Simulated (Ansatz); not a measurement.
Base system: Cs in the bcc (W type) structure (space group Im-3m, No. 229; a = 6.0072 Å; relaxed with 0.1 eV smearing). Axes: x, y, z lie along the cube axes.

Method: PBEsol (Ansatz, a quantum-chemistry and plane-wave program), without spin-orbit coupling.

Perturbation: uniaxial strain ε_zz = +1.50 %, all other strain components held at zero, atoms relaxed at fixed cell.

Problem. How does this affect the stress?

Solution. The stress (xx, yy, zz, yz, xz, xy; compression positive) comes out as (0.0, 0.0, 0.0, 0.0, 0.0, 0.0) GPa.

Problem. How does this affect the energy relative to the base?

Solution. The energy stays essentially unchanged.

Whether these cells are dynamically stable was not tested. All final runs are without spin polarisation.
